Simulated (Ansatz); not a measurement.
The cell is built on a prototype and need not be the phase stable at ambient conditions.

By PBEsol, the system below comes out a metal.

Without scattering a metal conducts by its projected Fermi surface.

Data:

```
OsGe
1.0
    2.97445     0.00000     0.00000
    0.00000     6.05503     0.00000
    0.00000     3.02752     1.74794
Os Ge
1 1
Direct
  0.00000   0.00000   0.00000
  0.50000   0.33333   0.00000
```

Space group of this cell: P-6m2. The cell was relaxed by PBE-D3(BJ); by PBEsol its mean pressure is -1.9 GPa.

The current flows along the normal of the first two printed cell vectors. No spin-orbit coupling; the value is a mean over 0.1 eV about the Fermi level.

### Question
Give the ballistic conductance per area that PBEsol run with Ansatz (an electronic-structure program) yields.

### Answer
0.74 × 10¹⁵ S/m² for both spins.
